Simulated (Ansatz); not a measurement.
Response to strain in ZnS

Take ZnS in the wurtzite structure (space group P6_3mc, No. 186) as the base.

```yaml
crystal:
  lattice:
    - [3.73826, 0.00000, 0.00000]
    - [-1.86913, 3.23743, 0.00000]
    - [0.00000, 0.00000, 6.14288]
  atoms:
    - { symbol: Zn, position: [0.33333, 0.66667, 0.00059] }
    - { symbol: Zn, position: [0.66667, 0.33333, 0.50059] }
    - { symbol: S, position: [0.33333, 0.66667, 0.37441] }
    - { symbol: S, position: [0.66667, 0.33333, 0.87441] }
```

Cartesian axes are those of the cell as printed.

Strains are applied to the cell and any free atomic positions relax.

Level of theory: Kohn–Sham DFT with the LDA functional, run in Ansatz (a first-principles code) with PAW and 420 eV plane waves, no SOC.

| variant | volume per atom | electron mass | band gap |
|---|---|---|---|
| base | 18.59 Å³ | 0.15 mₑ along c, 0.18 mₑ across (at Γ) | 2.19 eV |
| uniaxial strain ε_xx = +0.60 % | 18.70 Å³ | 0.16 mₑ along z, 0.18 mₑ across (at Γ) | 2.16 eV |
| uniaxial strain ε_xx = +1.20 % | 18.81 Å³ | 0.16 mₑ along z, 0.18 mₑ across (at Γ) | 2.13 eV |
| uniaxial strain ε_xx = +1.80 % | 18.92 Å³ | 0.16 mₑ along z, 0.17 mₑ across (at Γ) | 2.10 eV |
| uniaxial strain ε_xx = +2.40 % | 19.03 Å³ | 0.16 mₑ along z, 0.17 mₑ across (at Γ) | 2.06 eV |
| uniaxial strain ε_xx = +3.00 % | 19.14 Å³ | 0.15 mₑ along z, 0.17 mₑ across (at Γ) | 2.03 eV |

Effective masses come from finite differences of ±0.01 Å⁻¹. Gaps are Kohn–Sham eigenvalue differences; semilocal functionals usually give less than the measured gap. No phonon test of stability was made.
